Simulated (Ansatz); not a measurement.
## A self-consistent single point of Ta₃PC₂ (P6_3/mmc, 12 atoms in the cell) with Ansatz

Level of theory: revPBE, default PAW files made with PBE (plane waves; Ansatz, a program for electronic structure).

Input as run:

Ansatz 0.2 input:
```yaml
# Ta3PC2
crystal:
  lattice:
    - [3.107162, 0.000000, 0.000000]
    - [-1.553581, 2.690881, 0.000000]
    - [0.000000, 0.000000, 17.901386]
  atoms:
    - { symbol: Ta, position: [0.000000, 0.000000, 0.000000] }
    - { symbol: Ta, position: [0.000000, 0.000000, 0.500000] }
    - { symbol: Ta, position: [0.333333, 0.666667, 0.135000] }
    - { symbol: Ta, position: [0.666667, 0.333333, 0.635000] }
    - { symbol: Ta, position: [0.666667, 0.333333, 0.865000] }
    - { symbol: Ta, position: [0.333333, 0.666667, 0.365000] }
    - { symbol: P, position: [0.000000, 0.000000, 0.250000] }
    - { symbol: P, position: [0.000000, 0.000000, 0.750000] }
    - { symbol: C, position: [0.333333, 0.666667, 0.572500] }
    - { symbol: C, position: [0.666667, 0.333333, 0.072500] }
    - { symbol: C, position: [0.666667, 0.333333, 0.427500] }
    - { symbol: C, position: [0.333333, 0.666667, 0.927500] }
basis:
  ecutwfc: 420.0 eV
kpoints:
  mp_grid: { grid: [10, 10, 2] }
hamiltonian:
  xc: revpbe
  pseudopotentials: { kind: paw }
scf:
  occupations: { method: gaussian, width: 0.1 eV }
output:
  forces: true
  eigenvalues: true
  stress: true
```

Output, abridged:

```
WARN the atoms were moved onto the symmetric positions of the space group found under crystal.symmetry.tolerance 1.0e-5 (fractional …
WARN ansatz: RAYON_NUM_THREADS=1 ignored (pool sized by the plan → 1); use --threads N
Pseudopotentials: kind: paw
Pseudopotential: Ta, paw, valence charge 13
Pseudopotential: P, paw, valence charge 5
Pseudopotential: C, paw, valence charge 4
Crystal: 12 atoms, lattice volume = 149.674 Å³
Basis set: ecut = 420 eV, 2915 PW (Γ), exchange–correlation on 48×48×240 points (8 copies of the dense FFT grid, shifted against one another)
Bands: 64, of which v1, the nominal top of the filled ones, is band 52 counted from 1 (51 counted from 0)
Symmetry: 24 space group operations
Space group: P63/mmc (ITA 194), of the structure as read, at distance tolerance 5.3e-5 Å
k-points: 28 of 200
PAW frozen core: Ta, regenerated for the run's functional, and the local potential with it
PAW frozen core: P, regenerated for the run's functional, and the local potential with it
PAW frozen core: C, regenerated for the run's functional, and the local potential with it
Initial density: superposition of atomic densities (neutral atoms: chi_scale 0, normalization atom), corrected by the library's trained network
Initial wavefunctions: pseudopotential atomic-orbital guess
Eigensolver: davidson
Functional: x = revpbe(κ = 1.245, μ = 0.2195149727645171), c = pbe(β = 0.06672455060314922)
SCF iter   1: F=—  HF=-62176.361940 eV  |F-HF|=—  |Δ(HF+E_count)|=         —  Δρ=4.46e-3  dr2=2.88e-2  ethr=1.77e-3  ⟨swp⟩=6.3  Hψ=7266  notcnv=0  defer=1
all-band conjugate gradients solve this SCF's bands
preconditioner: auto → Kerker (q_TF=auto, 2.568 Å⁻¹)
SCF iter   2: F=—  HF=-62176.358730 eV  |F-HF|=—  |Δ(HF+E_count)|=   3.21e-3  Δρ=2.65e-3  dr2=9.71e-3  ethr=2.77e-5  ⟨swp⟩=1.9  Hψ=2156  notcnv=0  defer=1
SCF iter   3: F=—  HF=-62176.357198 eV  |F-HF|=—  |Δ(HF+E_count)|=   1.53e-3  Δρ=3.67e-4  dr2=4.37e-4  ethr=9.34e-6  ⟨swp⟩=2.0  Hψ=2316  notcnv=0  defer=1
SCF iter   4: F=—  HF=-62176.357148 eV  |F-HF|=—  |Δ(HF+E_count)|=   4.97e-5  Δρ=1.41e-4  dr2=6.02e-5  ethr=4.21e-7  ⟨swp⟩=2.4  Hψ=2195  notcnv=0  defer=1
SCF iter   5: F=—  HF=-62176.357206 eV  |F-HF|=—  |Δ(HF+E_count)|=   5.75e-5  Δρ=2.93e-5  dr2=4.98e-6  ethr=5.79e-8  ⟨swp⟩=2.1  Hψ=2027  notcnv=0  defer=1
SCF iter   6: F=—  HF=-62176.357205 eV  |F-HF|=—  |Δ(HF+E_count)|=   2.25e-7  Δρ=7.78e-6  dr2=6.92e-7  ethr=4.79e-9  ⟨swp⟩=1.9  Hψ=1852  notcnv=0  defer=1
SCF iter   7: F=—  HF=-62176.357205 eV  |F-HF|=—  |Δ(HF+E_count)|=   4.00e-8  Δρ=2.97e-6  dr2=1.09e-7  ethr=9.62e-11  ⟨swp⟩=9.8  Hψ=7226  notcnv=0
SCF iter   8: F=-62176.357205 eV  HF=-62176.357205 eV  |F-HF|=3.36e-9  |Δ(HF+E_count)|=   1.03e-8  Δρ=6.28e-7  dr2=3.78e-9  ethr=9.62e-11  ⟨swp⟩=4.0  Hψ=4881  notcnv=0
SCF 1 converged in 8 iterations: F = -62176.357205 eV  dr2 = 3.78e-9
SCF converged after 8 iterations
Free energy (F): -62176.357205 eV
Harris-Foulkes:  -62176.357205 eV  (|F-HF|=3.36e-9)
Internal energy: -62176.322299 eV  (E = F + TS)
E sigma→0 (E₀):  -62176.339752 eV
Entropy (-TS):   -0.034906 eV (-2.909 meV/atom)
Fermi energy:    18.863261 eV
--- Per-component energies (eV) ---
  E_band       = -458.332973
  E_kinetic    = 2724.707134
  E_local      = -5189.624423  (includes V_loc(G=0)·N_el)
  E_nonlocal   = 259.209799
  E_hartree    = 2035.499406
  E_xc         = -1641.908842
  E_vxc        = -1603.094685  (∫ρ·V_xc dr)
  E_paw        = -51979.411358  (= ΣΔE_a)
  E_vpaw       = -720.526843  (= ΣTr[D̂ρ^β])
  E_aug_tail   = 0.000944  (compensation charges beyond the density's cutoff)
  E_ewald      = -8384.585800
  E_core_change = -0.209159  (= ΣΔE_core)
  E_smearing   = -0.034906  (= −TS)
  E_closure    = 0.000000  (closes the sum)
  Σ components = -62176.357205   (vs F -62176.357205, Δ=0.00e0)
--- Forces (eV/Å), atoms counted from 1 ---
  atom   1  Ta     0.00000000     0.00000000    -0.00000000
  atom   2  Ta     0.00000000     0.00000000     0.00000000
  atom   3  Ta     0.00000000     0.00000000     3.44863735
  atom   4  Ta     0.00000000    -0.00000000     3.44863735
  atom   5  Ta     0.00000000    -0.00000000    -3.44863735
  atom   6  Ta     0.00000000     0.00000000    -3.44863735
  atom   7  P     -0.00000000    -0.00000000     0.00000000
  atom   8  P     -0.00000000     0.00000000    -0.00000000
  atom   9  C     -0.00000000     0.00000000    -0.59171947
  atom  10  C     -0.00000000    -0.00000000    -0.59171947
  atom  11  C     -0.00000000    -0.00000000     0.59171947
  atom  12  C      0.00000000     0.00000000     0.59171947
  max |Σ_I F_I| component: 3.33e-16 eV/Å
--- Stress (GPa, compression-positive) ---
       21.259790       0.000000       0.000000
        0.000000      21.259790       0.000000
        0.000000       0.000000       4.880142
  P = ⅓ Tr σ = 15.7999 GPa (157.999 kbar)
  The stress holds the Pulay correction. Without it, at fixed plane waves, as pw.x and ABINIT print it: P = 15.6068 GPa
--- Band table (eV; the first three rows and the last of 28) ---
  k-point 0: bands = ["-49.8101", "-49.8101", "-49.5219", "-49.5218", "-49.5185", "-49.5184", "-16.8060", "-16.8018", "-16.2585", "-16.2437", "-16.1462", "-16.1462", "-16.1462", "-16.1462", "-15.9827", "-15.9720", "-15.8478", "-15.8478", "-15.8473", [...]
  k-point 1: bands = ["-49.8101", "-49.8101", "-49.5218", "-49.5218", "-49.5184", "-49.5184", "-16.8039", "-16.8039", "-16.2512", "-16.2512", "-16.1462", "-16.1462", "-16.1462", "-16.1462", "-15.9772", "-15.9772", "-15.8476", "-15.8476", "-15.8476", [...]
  k-point 2: bands = ["-49.8062", "-49.8062", "-49.5183", "-49.5182", "-49.5152", "-49.5151", "-16.7851", "-16.7812", "-16.3018", "-16.2932", "-16.1631", "-16.1631", "-16.1572", "-16.1517", "-15.9979", "-15.9876", "-15.9027", "-15.9017", "-15.8917", [...]
  k-point 27: bands = ["-49.7648", "-49.7648", "-49.4801", "-49.4801", "-49.4800", "-49.4800", "-16.7087", "-16.7087", "-16.6016", "-16.6016", "-16.5769", "-16.5769", "-16.3259", "-16.3259", "-16.2612", "-16.2612", "-16.2055", "-16.2055", [...]
```

The run converged in 8 iterations.

The starting cell was generated: these elements placed on a structure prototype, without a prior relaxation; it need not be a known phase or ordering of this composition. Spin-orbit coupling is off. Spin polarisation is off. With a pressure of about 16 GPa the cell is away from its equilibrium volume at this level. Forces in this geometry exceed 1 eV/Å. Ansatz's pressure includes its estimate of the finite-basis (Pulay) stress.
